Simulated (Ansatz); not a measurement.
System: L1₂ (Cu3Au-type) Pt3Ti. Method: r²SCAN (Ansatz, a first-principles code, PAW).

Run with plane-wave cutoff 600 eV, 10×10×10 k mesh, Fermi–Dirac smearing 0.1 eV, finite displacements, no spin polarisation, scalar-relativistic PAW data made under PBE.

Computed at the level's own relaxed cell.

Harmonic phonon frequencies (cm⁻¹; i marks an imaginary mode):

```
q point                                     frequencies
-------  ----------------------------------------------
Γ             0 0 0 103 103 103 156 156 156 174 174 174
X           87 87 97 97 110 136 149 161 161 186 186 263
M        68 107 107 112 112 113 145 164 181 211 211 213
```

No imaginary mode appears at these points.
